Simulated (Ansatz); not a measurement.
We consider TiAs (P6₃/mmc, No. 194), described by PBEsol (Ansatz, a program for electronic structure, PAW).

Numerical settings: plane-wave cutoff 520 eV, 18×18×6 k mesh (along the axes of the cell as run), Fermi–Dirac smearing 0.034 eV (set by the program), no spin polarisation, scalar-relativistic PAW data made under PBE.

Computed at the level's own relaxed cell.

Hill averages of the elastic tensor: K = 130.5 GPa, G = 77.4 GPa. Volume 16.765 Å³/atom, mean atomic mass 61.394 u.

**Question.** Work out the density, the sound velocities of a polycrystal and the elastic Debye temperature at this level.

**Answer.** ρ = 1.66054 × 61.394/16.765 = 6.081 g/cm³. v_l = √[(K + 4G/3)/ρ] = 6.199 km/s and v_t = √(G/ρ) = 3.568 km/s. The mean follows from 3/v_m³ = 1/v_l³ + 2/v_t³: v_m = 3.962 km/s. Θ_D = (ħ/k_B) v_m (6π²/V)^(1/3) = 76.38 K Å s/km × 3.962 × 1.5229 Å⁻¹ = 461 K, counting all atoms of the cell.
